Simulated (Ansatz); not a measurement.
Defect: interstitial H in fcc Cu, neutral cell. The step: a direct jump of one H atom; the atom moves 1.57 Å along (0.25, -0.25, -0.25) of the unit cell; the moving atom starts with neighbours 6 Cu at 1.86 Å and ends with 4 Cu at 1.66 Å. DFT values are from Ansatz (plane-wave PAW, 420 eV unless said) in a cell of 32 host sites, spin-restricted, static, with no finite-size correction. Sites that were not tried may lie lower. For the PBE band: the saddle point's order was not checked, and it lies on a symmetry element of the cell, where a band can be held.

```
Level                                                                           Forward barrier (eV)  Cost of the band or of the saddle's single point
------------------------------------------------------------------------------  --------------------  ------------------------------------------------
CHGNet universal potential (has no charge state), its own band                                  0.06                                                 -
PBE, a 2×2×2 k-point mesh shifted by half a step, band relaxed                                  0.38                      very roughly 20 core-minutes
PBE, a 4×4×4 k-point mesh shifted by half a step, same geometries                               0.31             about 6 core-minutes (a rough figure)
r2SCAN at 500 eV, a 2×2×2 k-point mesh shifted by half a step, same geometries                  0.35                   around 2.2 core-minutes (rough)
```

Ansatz is a program for electronic structure.
